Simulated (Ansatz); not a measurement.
# PtTe2 (space group P-3m1, No. 164; layered)

Space group P-3m1 (No. 164); a = 4.0092 Å, b = 4.0092 Å, c = 4.9588 Å, α = 90.00°, β = 90.00°, γ = 120.00°

```
atom  site  symmetry       x       y       z
----  ----  --------  ------  ------  ------
Te      2d       3m.  0.3333  0.6667  0.2704
Pt      1a      -3m.  0.0000  0.0000  0.0000
```

Calculations: plane-wave PAW DFT at the PBEsol-D3(BJ) level (Ansatz, an electronic-structure program, 420 eV), scalar-relativistic without spin-orbit coupling. Settings: 13×13×10 k-points, 0.05 eV Fermi–Dirac smearing.

| Item | Value |
|---|---|
| Volume per atom | 23.01 Å³ |
| Density | 10.83 g/cm³ |
| Band gap | zero |
| Total energy | -8729.905 eV/atom (σ→0; compares only within this code and set-up) |

Whether these cells are dynamically stable was not tested. The final runs are not spin-polarised.
